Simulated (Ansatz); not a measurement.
## How the bulk modulus of GaSb (model structure, within 0.1 Å of P6₂22, No. 180, 6 atoms in the cell) moves with the method

No measured value is used here.

| level (code) | value (GPa) | cell (Å³/atom) |
|---|---|---|
| LDA (Ansatz) | [?] | 24.92 |
| PBEsol (Ansatz) | 55.9 | 25.66 |
| r²SCAN (Ansatz) | 56.0 | 26.15 |

Q: Complete the blanks.

A: 
- LDA (Ansatz, a quantum-chemistry and plane-wave program), value (GPa): 59.9

LDA, PBEsol, r²SCAN: the bulk modulus is −V dP/dV from two relaxed cells at ±2 % in volume. Each level is taken at its own relaxed cell. Cutoffs differ between the levels. Ansatz's density-functional and Hartree–Fock values are scalar-relativistic unless marked +SOC, with PAW data made under PBE.

A model structure was made by putting elements into a prototype or built by hand; it is no filed structure, need not be a known phase, and can be a saddle point held by its symmetry.
